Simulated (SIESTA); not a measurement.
SIESTA run on Na (Im-3m, 1 atom in the cell): self-consistent single point.

Method of the run: GGA PBE, numerical atomic orbitals TZP, PseudoDojo PBE standard norm-conserving potentials (rewritten from UPF to PSML) (SIESTA).

```
CELL_PARAMETERS angstrom
     -2.14065     2.14065     2.14065
      2.14065    -2.14065     2.14065
      2.14065     2.14065    -2.14065
ATOMIC_POSITIONS crystal
  Na 0.00000 0.00000 0.00000
```

Reference input (self-consistent single point, DFT, GGA PBE, numerical atomic orbitals TZP, PseudoDojo PBE standard norm-conserving potentials (rewritten from UPF to PSML)): XC.functional = GGA; XC.authors = PBE; potentials = PseudoDojo PBE standard; PAO.BasisSize = TZP; PAO.EnergyShift = 0.01 Ry; MeshCutoff = 300 Ry; kgrid.MonkhorstPack = 11 11 11; OccupationFunction = FD; ElectronicTemperature = 100 meV; MaxSCFIterations = 150; SCF.Mixer.Method = Pulay; SCF.Mixer.Weight = 0.2. This run's input differs from it in these lines:

```diff
@@ -26,5 +26,5 @@
 %block kgrid.MonkhorstPack
-   11   0   0  0.0
-    0  11   0  0.0
-    0   0  11  0.0
+   16   0   0  0.5
+    0  16   0  0.5
+    0   0  16  0.5
 %endblock kgrid.MonkhorstPack
```

Output, abridged:

```
        iscf     Eharris(eV)        E_KS(eV)     FreeEng(eV)     dDmax    Ef(eV) dHmax(eV)
   scf:    1    -1243.570170    -1243.246498    -1243.262890  0.715327 -3.093853  2.373206
   scf:    2    -1243.266069    -1243.256397    -1243.272778  0.059064 -3.116782  1.804646
   scf:    3    -1243.280267    -1243.269332    -1243.285678  0.160442 -3.189412  0.018430
   scf:    4    -1243.269295    -1243.269315    -1243.285661  0.004928 -3.197283  0.068562
   scf:    5    -1243.269346    -1243.269332    -1243.285679  0.005606 -3.195038  0.000770
   scf:    6    -1243.269332    -1243.269332    -1243.285679  0.000085 -3.195012  0.000124
mix: Pulay -- inversion failed, > SVD [rank/size] 2 / 5
   scf:    7    -1243.269332    -1243.269332    -1243.285679  0.000011 -3.195014  0.000002
mix: Pulay -- inversion failed, > SVD [rank/size] 2 / 6
   scf:    8    -1243.269332    -1243.269332    -1243.285679  0.000000 -3.195014  0.000000
SCF Convergence by DM+H criterion
max |DM_out - DM_in|         :     0.0000001910
max |H_out - H_in|      (eV) :     0.0000001476
SCF cycle converged after 8 iterations

Using DM_out to compute the final energy and forces

siesta: E_KS(eV) =            -1243.2693

siesta: E_KS - E_eggbox =     -1243.2693

siesta: Atomic forces (eV/Ang):
     1    0.000000    0.000000    0.000000
   Tot    0.000000    0.000000    0.000000
   Max    0.000000
   Res    0.000000    sqrt( Sum f_i^2 / 3N )
   Max    0.000000    constrained

Stress tensor Voigt[x,y,z,yz,xz,xy] (kbar):        3.19        3.19        3.19        0.32        0.32        0.32
(Free)E + p*V (eV/cell)    -1243.3638
Target enthalpy (eV/cell)    -1243.2857

siesta: Program's energy decomposition (eV):
siesta: FreeEng =     -1243.285679

siesta: Stress tensor (static) (eV/Ang**3):
siesta:     0.001992    0.000201    0.000201
siesta:     0.000201    0.001992    0.000201
siesta:     0.000201    0.000201    0.001992

siesta: Cell volume =         39.237108 Ang**3

siesta: Pressure (static):
siesta:                Solid            Molecule  Units
siesta:          -0.00002169         -0.00002169  Ry/Bohr**3
siesta:          -0.00199169         -0.00199169  eV/Ang**3
siesta:          -3.19103625         -3.19103625  kBar
```

The run converged in 8 iterations. Against the reference run the free energy rises by 1.6 meV/atom and the pressure hardly changes (-0.33 to -0.32 GPa).

The starting cell has typed, rounded lattice constants, without a prior relaxation at this level. Its lattice was rescaled by up to half a per cent. Values carry the incompleteness of an atom-centred basis.
